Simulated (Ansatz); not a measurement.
Take K$_{2}$Sn$_{2}$O$_{3}$ (space group R-3m, No. 166) as the base.

```
K2Sn2O3
1.0
    3.01078     1.73827     4.69625
   -3.01078     1.73827     4.69625
    0.00000    -3.47655     4.69625
K Sn O
2 2 3
Cartesian
  0.00000   0.00000   7.04437
  0.00000   0.00000   0.00000
  0.00000   0.00000   3.42265
  0.00000   0.00000  10.66609
 -1.50539   0.86914   2.34812
  0.00000  -1.73827   2.34812
  1.50539   0.86914   2.34812
```

Computed with Ansatz (a quantum-chemistry and plane-wave program), PBEsol, PAW, cutoff 420 eV, spin-orbit coupling left out.

Base values:

| Item | Value |
|---|---|
| Lattice parameter a | 6.022 Å |

It is then changed as follows: full substitution Sn → Al; the structure is relaxed again.

Question: What does the calculation give for the lattice parameter a after the change?

Answer: The lattice parameter a decreases by 0.333 Å (6.022 Å → 5.689 Å).

Whether these cells are dynamically stable was not tested. As relaxed here, K2Al2O3 is a hypothetical phase, not in the database extracts checked. All final runs are without spin polarisation.
